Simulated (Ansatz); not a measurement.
Hexagonal WC was calculated with PBE+SOC (PAW; Ansatz, a program for electronic structure).

Numerical settings: plane-wave cutoff 520 eV, 24×24×20 k mesh (along the axes of the cell as run), Fermi–Dirac smearing 0.05 eV, PAW data made under PBE.

Response to compression and expansion:

Shape and atoms are relaxed at each volume.

```csv
V (Å³/atom),P (GPa),c (Å),a (Å)
10.095,16.99,2.814,2.878
10.305,8.05,2.830,2.900
10.515,0.00,2.846,2.921
10.726,-7.25,2.862,2.942
10.936,-13.76,2.877,2.963
```

Note: the bulk modulus comes from volumes at which shape and atoms were relaxed.
